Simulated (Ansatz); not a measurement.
**TiB2: response to strain**

Consider TiB2 (space group P6/mmm, No. 191; a = 3.032 Å, c = 3.224 Å). Axes: x lies along a and z along c of the hexagonal cell.

Strains are applied to the cell and any free atomic positions relax; under biaxial strain the out-of-plane vector relaxes too.

All numbers come from DFT with PBE, PAW potentials and a 420 eV plane-wave cutoff in Ansatz (an electronic-structure program), spin-orbit coupling left out.

Notes on the quantities. pressure: mean of the normal stresses, compression positive.

| change | pressure | shortest interatomic distance |
|---|---|---|
| base | 0.0 GPa | 1.751 Å |
| biaxial strain −2.08 %, plane normal [001], relaxed out of plane | 10.1 GPa | 1.714 Å |
| biaxial strain −1.05 %, plane normal [001], relaxed out of plane | 4.9 GPa | 1.732 Å |
| biaxial strain −0.50 %, plane normal [001], relaxed out of plane | 2.3 GPa | 1.742 Å |
| biaxial strain −0.20 %, plane normal [001], relaxed out of plane | 0.9 GPa | 1.747 Å |
| biaxial strain +2.00 %, plane normal [001], relaxed out of plane | -8.3 GPa | 1.786 Å |
| biaxial strain +2.84 %, plane normal [001], relaxed out of plane | -11.4 GPa | 1.800 Å |
| isotropic strain −1.52 % | 12.8 GPa | 1.724 Å |
| isotropic strain +4.57 % | -26.4 GPa | 1.831 Å |
| uniaxial strain ε_xx = +0.19 % | -0.5 GPa | 1.751 Å |

Without a gap, meshes like the base's 18×18×14 leave anisotropic stresses uncertain by several tenths of a GPa, and small strain energies with them. No phonon test of stability was made. All final runs are without spin polarisation.
